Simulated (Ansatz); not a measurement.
Start from AlRu in the CsCl type structure (space group Pm-3m, No. 221; relaxed with 0.1 eV smearing).

```
AlRu
1.0
    2.95452     0.00000     0.00000
    0.00000     2.95452     0.00000
    0.00000     0.00000     2.95452
Al Ru
1 1
Direct
  0.50000   0.50000   0.50000
  0.00000   0.00000   0.00000
```

Cartesian axes are those of the cell as printed.

Method: LDA (Ansatz, a first-principles code; PAW; 420 eV plane waves; no SOC).

It is then changed as follows: uniaxial strain ε_zz = −2.00 %, all other strain components held at zero, atoms relaxed at fixed cell.

**Question.** Predict the stress tensor and what it implies for the stiffness.

**Answer.** Stress of the strained cell less that of the base (GPa, compression positive):
```
    3.6     0.0     0.0
    0.0     3.6     0.0
    0.0     0.0     7.7
```

Then −Δσ_ii/ε with ε = -0.0200 gives secant stiffness values (nonlinear terms included at this strain): C33 ≈ 383 GPa, C13 ≈ 178 GPa and C23 ≈ 178 GPa.

As a check, the harmonic strain energy −½ V₀ Δσ:ε is 6.2 meV/atom; the computed energy rise is 6.0 meV/atom.

No phonon test of stability was made. The final runs are not spin-polarised.
